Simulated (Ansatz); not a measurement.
Take TiAl (space group P4/mmm, No. 123; a = 2.8127 Å, c = 4.0616 Å; relaxed with 0.1 eV smearing) as the base. Axes: x, y, z lie along a, b, c of the conventional cell.

Method: Ansatz (a quantum-chemistry and plane-wave program), r2SCAN, PAW, cutoff 500 eV, scalar-relativistic without spin-orbit coupling.

Modification: uniaxial strain ε_xx = +2.50 %, all other strain components held at zero; the atoms relax in the strained cell.

### Question
How does this affect the stress?

### Answer
The stress (xx, yy, zz, yz, xz, xy; compression positive) amounts to (-4.9, -1.5, -2.1, 0.0, 0.0, 0.0) GPa.

Whether these cells are dynamically stable was not tested. All final runs are without spin polarisation.
